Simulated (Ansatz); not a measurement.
Cells marked so need not be the phases stable at ambient conditions, and some may be hypothetical.

No gap correction and no spin-orbit coupling; mid-gap values are interpolated between computed energies.

A. Al2ZnTe4 (I-4, not sure to be the ambient phase, 7 atoms a cell, 30.9 Å³ an atom), along the normal of (100)
B. Ba₂H₃I (P-3m1, not sure to be the ambient phase, 6 atoms a cell, 22.9 Å³ an atom), along the normal of (110)
C. CsGeBr₃ (R3m, not sure to be the ambient phase, 5 atoms a cell, 36.4 Å³ an atom), along the normal of (001)

Q: Rank these by mid-gap decay constant of the slowest evanescent state (lowest first), as r2SCAN in Ansatz (a first-principles code) gives it.

A: C (0.12 1/Å), A (0.16 1/Å), B (0.21 1/Å)
